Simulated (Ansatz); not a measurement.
Levels about the gap of amorphous Ti20O41Be (62 atoms in a cell of 788 Å³, 3.42 g/cm³; zone centre alone, so wide bands show as single levels with stretches between that a denser mesh fills), at the geometry that PBE relaxed, where it gives 0.0 GPa on a denser mesh. The participation number counts the atoms over which a state spreads; weights are charges in smoothed Voronoi cells. The levels come from a single point, so bond lengths are those of that geometry. Method of the levels: PBE, scalar-relativistic without spin-orbit coupling (Ansatz, an electronic-structure program). Sampling: the zone centre alone; Fermi-Dirac width 0.02 eV; no spin polarisation.

It comes from a melt-quench run on a machine-learned potential (CHGNet), relaxed afterwards by DFT. O atoms were pushed apart under 1.9 Å during the dynamics, to hinder bonds among them. The hot cell started wider than the set density and was brought back towards it in steps. It is the lowest in DFT energy of 2 quenches. It is a model cell: composition and starting density were chosen by hand, and all elements were melted together. No dispersion term was used. Its density started from a set value of 3.58 and ended at 3.42 g/cm³. Cooling (nominally 240 K/ps over its main leg) ran many orders faster than in experiment, which tends to leave more defects and strain. Values belong to this one cell and scatter from quench to quench. Volume and shape were free in the relaxation.

```
E - E(highest filled), eV  filling  participation number        largest on  weight O  weight Ti  weight Be
-------------------------  -------  --------------------  ----------------  --------  ---------  ---------
-0.26                       filled                  26.0   O, 2 neighbours      0.92       0.08       0.00
-0.24                       filled                  18.3   O, 2 neighbours      0.92       0.07       0.01
-0.22                       filled                  22.2   O, 3 neighbours      0.92       0.07       0.00
-0.16                       filled                  15.3   O, 2 neighbours      0.93       0.07       0.00
-0.16                       filled                  18.9   O, 2 neighbours      0.93       0.07       0.00
-0.05                       filled                  17.7   O, 3 neighbours      0.91       0.08       0.00
0.00                        filled                  17.3   O, 2 neighbours      0.93       0.06       0.01
2.67                         empty                   8.4  Ti, 6 neighbours      0.19       0.81       0.00
2.77                         empty                  11.0  Ti, 5 neighbours      0.20       0.80       0.00
2.86                         empty                  13.7  Ti, 5 neighbours      0.17       0.83       0.00
2.87                         empty                  17.0  Ti, 6 neighbours      0.20       0.80       0.00
2.92                         empty                  10.3  Ti, 6 neighbours      0.19       0.81       0.00
3.03                         empty                  10.3  Ti, 6 neighbours      0.19       0.81       0.00
3.07                         empty                  16.5  Ti, 5 neighbours      0.19       0.81       0.00
```

Most localised among these is the empty level at +2.67 eV, on a Ti atom, which has 6 neighbours (O 1.92 Å, O 1.94 Å, O 1.95 Å, O 1.97 Å, O 1.98 Å, O 2.07 Å).
